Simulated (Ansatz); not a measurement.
Hexagonal WC, treated with LDA+SOC (Ansatz, a quantum-chemistry and plane-wave program, plane waves, PAW).

Settings: plane-wave cutoff 520 eV, 24×24×22 k mesh (along the axes of the cell as run), Fermi–Dirac smearing 0.053 eV (set by the program), PAW data made under PBE.

Computed at the level's own relaxed cell.

Q: What does this level give for the elastic constant C11, polycrystal shear modulus (Hill average), elastic constant C66, elastic constant C12, elastic constant C13, elastic constant C33 and elastic constant C44?

A: 
elastic constant C11: 759 GPa
polycrystal shear modulus (Hill average): 305 GPa
elastic constant C66: 253 GPa
elastic constant C12: 252 GPa
elastic constant C13: 194 GPa
elastic constant C33: 1017 GPa
elastic constant C44: 330 GPa

Elastic constants are with the ions relaxed.
